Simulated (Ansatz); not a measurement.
Take K3MoF6 (space group Fm-3m, No. 225; a = 8.9791 Å; ferromagnetic; a cell from a computed database, its experimental status unchecked) as the base. Axes: x, y, z lie along the cube axes.

Level of theory: PBEsol (Ansatz, a quantum-chemistry and plane-wave program; PAW; 420 eV plane waves; no spin-orbit coupling).

Perturbation: the cell is stretched by 3.83 % along y with no lateral relaxation; the atoms relax in the strained cell.

Predict the stress tensor and what it implies for the stiffness.

Stress of the strained cell less that of the base (GPa, compression positive):
```
   -0.4     0.0     0.0
    0.0    -2.7     0.0
    0.0     0.0    -0.4
```

Then −Δσ_ii/ε with ε = 0.0383 gives secant stiffness values (nonlinear terms included at this strain): C22 ≈ 70 GPa, C12 ≈ 9.3 GPa and C23 ≈ 9.3 GPa.

As a check, the harmonic strain energy −½ V₀ Δσ:ε is 5.8 meV/atom; the computed energy rise is 6.4 meV/atom.

Other magnetic orders, which the real material may have, were not ruled out. No phonon test of stability was made.
